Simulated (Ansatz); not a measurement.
# Response to strain in HfB2

Consider HfB$_{2}$ (space group P6/mmm, No. 191; a = 3.128 Å, c = 3.446 Å; relaxed with 0.1 eV smearing).

Strains are applied to the cell and any free atomic positions relax.

The values are results of Ansatz (a program for electronic structure) PBEsol, without spin-orbit coupling, not measurements.

Notes on the quantities. pressure: mean of the normal stresses, compression positive.

```json
[
 {"isotropic strain (%)": "-3", "pressure (GPa)": "28.6"},
 {"isotropic strain (%)": "-2.5", "pressure (GPa)": "23.0"},
 {"isotropic strain (%)": "-1.5", "pressure (GPa)": "13.0"},
 {"isotropic strain (%)": "-1", "pressure (GPa)": "8.4"},
 {"isotropic strain (%)": "0", "pressure (GPa)": "0.0"},
 {"isotropic strain (%)": "1", "pressure (GPa)": "-7.4"},
 {"isotropic strain (%)": "2", "pressure (GPa)": "-13.9"},
 {"isotropic strain (%)": "2.5", "pressure (GPa)": "?"},
 {"isotropic strain (%)": "3", "pressure (GPa)": "-19.6"}
]
```

Problem. Fit P = P₀ − Bδ + Cδ² with δ = (1 + ε)³ − 1 to the rows shown and predict the withheld row.

Solution. Least squares on the printed values gives P₀ = 0.0 GPa, B = 269 GPa (at held cell shape), C = 643 GPa (largest residual 0.2 GPa); this predicts -16.9 GPa, and the run gives -16.8 GPa, in agreement.

Stability against distortions was not tested. All final runs are without spin polarisation.
